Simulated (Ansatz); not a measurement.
Defect: La-vacancy pair (La on one host Ce site, one O site vacant) in ceria, charge state +1. The step: one O atom jumps into the vacancy from a nearby O site (La-vacancy distance between ideal sites 2.37 → 4.53 Å); the atom moves 2.16 Å along (0.01, 0.39, -0.01) of the unit cell; the moving atom starts with neighbours 2 Ce at 2.32, Ce at 2.52, Ce at 2.53; 2 O at 2.76, 2 O at 2.78, O at 2.93 Å and ends with 2 Ce at 2.29, Ce at 2.54; La at 2.57; 2 O at 2.74, 2 O at 2.86 Å. A PBE band in Ansatz (plane-wave PAW, one k-point at (0.250, 0.250, 0.250), 96 host sites, 17 SCF runs with any check of the saddle's order, static, no finite-size correction) gives a forward barrier of 0.31 eV. The saddle point's order was not checked, and it lies on a symmetry element of the cell, where a band can be held. The charge state is imposed; whether it is stable for some Fermi level was not computed. Forms of the defect that were not tried may lie lower. The start lies 0.088 eV above the lowest site run (PBE).

Single points at the band's start and saddle point can refine it. Rough cost of one point, in units of the band's mean SCF on the same machine:

```csv
Level,Cost of one point
"PBE, a 2×2×2 k-point mesh shifted by half a step",about 4
"r2SCAN at 500 eV, one k-point at (0.250, 0.250, 0.250)",about 3
```

Task: Which of these move the barrier by more than 0.1 eV, and how far does each move it?

Result: Not one does. PBE, a 2×2×2 k-point mesh shifted by half a step: 0.00 eV; r2SCAN at 500 eV, one k-point at (0.250, 0.250, 0.250): 0.00 eV. Each functional is compared with PBE at the same k-points.

Ansatz is a program for electronic structure.
